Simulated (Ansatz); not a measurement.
A relaxation of the atoms of Cr2O3 (R-3c, 10 atoms in the cell) with Ansatz (a quantum-chemistry and plane-wave program).

Method: PBE, PAW files (plane waves; Ansatz).

```yaml
crystal:
  lattice:
    - [2.50187, 1.44446, 4.50459]
    - [-2.50187, 1.44446, 4.50459]
    - [0.00000, -2.88891, 4.50459]
  atoms:
    - { symbol: Cr, position: [0.34985, 0.34985, 0.34985], spin: 3.0 }
    - { symbol: Cr, position: [0.65015, 0.65015, 0.65015], spin: 3.0 }
    - { symbol: Cr, position: [0.15015, 0.15015, 0.15015], spin: 3.0 }
    - { symbol: Cr, position: [0.84985, 0.84985, 0.84985], spin: 3.0 }
    - { symbol: O, position: [0.55170, 0.25000, 0.94830] }
    - { symbol: O, position: [0.44831, 0.75000, 0.05169] }
    - { symbol: O, position: [0.94830, 0.55170, 0.25000] }
    - { symbol: O, position: [0.05169, 0.44831, 0.75000] }
    - { symbol: O, position: [0.25000, 0.94830, 0.55170] }
    - { symbol: O, position: [0.75000, 0.05169, 0.44831] }
```
(The spins are starting values, not results.)

Reference input (self-consistent single point, DFT, PBE, plane waves, PAW files): kpoints.mp_grid.grid = 4 4 4; hamiltonian.xc = pbe; hamiltonian.pseudopotentials = {kind: paw} (the program's default PAW files); magnetization.spin_polarized = true; scf.occupations.method = fermi_dirac; scf.occupations.width = 0.136 eV. This run's input differs from it in these lines:

```diff
@@ -31,2 +31,3 @@
     width: 0.136 eV
+relax: {}
 output:
```

Output (repeated stretches shortened):

```
   [... SCF lines of the steps left out ...]
relax step   1: F+E_penalty+E_count = -16920.08797530 eV  Δ(F+E_penalty+E_count) = +0.000e0 eV  max|allowed force component| = 1.179e-1 eV/Å  Δτ_max = 0.0000 Å  (10 SCF iters, dr2 threshold 2.50e-6 eV, accepted)
relax step   2: F+E_penalty+E_count = -16920.08879492 eV  Δ(F+E_penalty+E_count) = -8.196e-4 eV  max|allowed force component| = 5.912e-2 eV/Å  Δτ_max = 0.0030 Å  (4 SCF iters, dr2 threshold 8.69e-7 eV, accepted)
relax step   3: F+E_penalty+E_count = -16920.08933604 eV  Δ(F+E_penalty+E_count) = -5.411e-4 eV  max|allowed force component| = 1.877e-3 eV/Å  Δτ_max = 0.0024 Å  (5 SCF iters, dr2 threshold 2.18e-7 eV, accepted)
relax step   4: F+E_penalty+E_count = -16920.08933610 eV  Δ(F+E_penalty+E_count) = -6.267e-8 eV  max|allowed force component| = 1.885e-3 eV/Å  Δτ_max = 0.0000 Å  (2 SCF iters, accepted)
the relaxation is at rest under the 12 symmetry operations that the run kept from its start: a minimum is not shown …
the relaxation's final electronic state is not compared with the one that a single-point calculation of its input finds at the relaxed geometry …
   [... lines left out ...]
WARN: an SCF from antiferromagnetic starting moments (3.00, -3.00, -3.00, 3.00, 0.00, 0.00, 0.00, 0.00, 0.00, 0.00 Bohr magnetons, atom by atom) was not made, …
Absolute magnetization: 12.1625 μB (∫|ρ↑−ρ↓|, with the PAW one-centre terms)
Free energy (F): -16920.089336 eV
Fermi energy:    13.055040 eV
   [... lines left out ...]
    - { symbol: O, position: [0.44808332436544146, 0.75, 0.05191667563455832] }
    - { symbol: O, position: [0.9480833243654416, 0.5519166756345584, 0.25] }
    - { symbol: O, position: [0.05191667563455832, 0.4480833243654416, 0.7499999999999999] }
    - { symbol: O, position: [0.2499999999999999, 0.9480833243654414, 0.5519166756345583] }
    - { symbol: O, position: [0.75, 0.051916675634558374, 0.44808332436544157] }
```

The run converged. 

Summary of the result:
| Item | Value |
|---|---|
| Free energy E − TS (on the zero of these files) | -16920.0893 eV |
| Pressure | 3.82 GPa |
| Largest force (vector length) | 0.002 eV/Å |
| Size of the cell's spin moment | 11.96 μB |
| Relaxation steps | 4 |

The starting cell comes from a database of computed structures (which also holds hypothetical and non-ambient phases and stackings), without a prior relaxation at this level. The magnetic order is the one reached from the typed start; others were not searched systematically. The program warned that, by what it read of turns of the moments, another magnetic order lies lower. The relaxation keeps the symmetry of its start, so its end need not be a minimum. Ansatz's pressure includes its estimate of the finite-basis (Pulay) stress. Without the estimate this run gives 3.30 GPa.

Cost on one core of a shared machine: roughly 40 s.

Keys are those of Ansatz 0.2.
